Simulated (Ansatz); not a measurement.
## SnO2: response to strain

The reference is SnO2 in the rutile structure (space group P4_2/mnm, No. 136; a = 4.828 Å, c = 3.238 Å).

Strains are applied to the cell and any free atomic positions relax.

Calculations: PBE/PAW in Ansatz (an electronic-structure program), no SOC.

Notes on the quantities. energy relative to the base: free energy F.

```csv
isotropic strain (%),energy relative to the base (meV/atom)
0,0.0
0.6,2.2
1.2,8.6
1.8,18.7
2.4,?
3,49.4
```

Q: Fit ΔE = Aε² + Bε³ (ε in %) to the rows shown and predict the withheld row.

A: Least squares on the printed values gives A = 6.23 and B = -0.25 meV/atom (largest residual 0.1 meV/atom); this predicts 32.5 meV/atom, and the run gives 32.4 meV/atom, in agreement.

Stability against distortions was not tested. The final runs are not spin-polarised.
